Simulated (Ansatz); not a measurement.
Consider FeS2 (space group Pnnm, No. 58; a = 4.367 Å, b = 5.333 Å, c = 3.344 Å; non-magnetic).

The values are results of PBEsol (Ansatz, a first-principles code), no spin-orbit coupling, not measurements.

Before the change:

| Property | Value |
|---|---|
| Band gap | 0.92 eV |

Modification: a hydrostatic pressure of 3 GPa.

**Question.** What happens to the band gap?

**Answer.** The band gap grows by 0.039 eV to 0.95 eV.

Load acts through the strain it causes; cell and atoms are relaxed under it. Stability against distortions was not tested. Seeded moments were not kept for the base. The final runs are not spin-polarised.
